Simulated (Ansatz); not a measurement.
Consider a 20-atom supercell of LiNbO3 (space group R3c, No. 161) at its relaxed geometry.

```
CELL_PARAMETERS angstrom
      5.13748     0.00000     0.00000
      0.00000     5.93225     4.62825
      0.00000    -2.96613     4.62825
ATOMIC_POSITIONS crystal
  Li 0.00000 0.70218 0.40435
  Li 0.50000 0.20218 0.90435
  Li 0.00000 0.20218 0.40435
  Li 0.50000 0.70218 0.90435
  Nb 0.00000 0.98418 0.96835
  Nb 0.50000 0.48418 0.46835
  Nb 0.00000 0.48418 0.96835
  Nb 0.50000 0.98418 0.46835
  O  0.87297 0.74933 0.01402
  O  0.37297 0.24933 0.51402
  O  0.30584 0.57052 0.19283
  O  0.80584 0.07052 0.69283
  O  0.82119 0.44350 0.31986
  O  0.32119 0.94350 0.81986
  O  0.19416 0.57052 0.69283
  O  0.69416 0.07052 0.19283
  O  0.12703 0.24933 0.01402
  O  0.62703 0.74933 0.51402
  O  0.67881 0.44350 0.81986
  O  0.17881 0.94350 0.31986
```

The values are results of r2SCAN/PAW in Ansatz (an electronic-structure program), spin-orbit coupling left out, not measurements.

Base values:

Gap of the supercell: 4.02 eV
Pressure: 0.0 GPa

Modification: a neutral Li on a Nb site (antisite), atoms relaxed at fixed cell, starting from a slightly rattled geometry.

Tabulated Pauling electronegativity and covalent radius: Nb 1.60, 1.64 Å; Li 0.98, 1.28 Å.

Question: Predict the new gap of the supercell, pressure, total moment of the cell, largest displacement of a host atom from its site in the perfect cell and shift of the substituted atom off its lattice site.

Answer: The gap of the supercell falls by 3.00 eV (4.02 eV → 1.02 eV); the pressure goes from zero to 1.9 GPa; the total moment of the cell comes out as 4.0 μB; the largest displacement of a host atom from its site in the perfect cell amounts to 0.54 Å; the shift of the substituted atom off its lattice site comes out as 0.37 Å.

The magnetic state is the one reached from the starting moments; the real material's order can differ, and small cells can't hold many antiferromagnetic ones. The cell is small, so the values are those of an ordered compound at a high defect concentration; dilute-limit values will differ. The defect cell is spin-polarised and ends with 4.0 μB.
